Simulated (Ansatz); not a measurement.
## SiC: band gap against strain

SiC (zinc blende, F-43m, 10.334 Å³/atom at rest, cube axes along x, y and z) under an equal strain ε along all three axes. r2SCAN in Ansatz, a plane-wave DFT program (PAW, default set), 500 eV, 13×13×13 Γ-centred mesh, Fermi-Dirac smearing 0.05 eV; ions are relaxed within the symmetry of each cell. Gaps are the smallest over the k-mesh and a band path, without spin-orbit coupling; in all rows the valence edge lies at Γ and the conduction edge at about 1.4 Å⁻¹ from Γ.

Here s stands for strain and Eg for gap.

```csv
strain (%),gap (eV)
-1.50,1.68
-1.00,1.69
-0.50,1.70
0.00,1.71
0.50,1.72
1.00,1.73
1.50,1.74
3.00,?
```

Taking a straight line for Eg over the 7 complete rows: Means: s 0, Eg 1.710. About the means, the sum of products is 0.14000 and the sum of squares of s is 7.0000; the slope is their ratio. Least squares gives Eg = 1.710 + 0.0200·s. Residuals (row less fit): 0.000, 0.000, 0.000, 0.000, 0.000, 0.000, 0.000; standard error 0.000 (degrees of freedom: 5). Over these rows the gap moves by 2.0 ± 0.1 eV per unit strain, or 0.67 eV per unit of ln V.

### Question
Predict the withheld Eg at s = 3.00 from the fit, and compare with the calculation.

### Answer
Eg = 1.710 + 0.0200 × 3.0 = 1.770 eV. The calculation gives 1.77 eV, which the fit meets to the printed digits. The row lies outside the fitted rows, so this is an extrapolation. The fitted rows scatter only by rounding.

Other structures, which can take over under pressure, weren't tried. Rows are the converged runs of the series near zero and its far end; series whose fitted rows scatter by over a few per cent of the range, as at a crossing or softening among them, aren't shown in this form. Most that stay on the fit to the last digits aren't either.
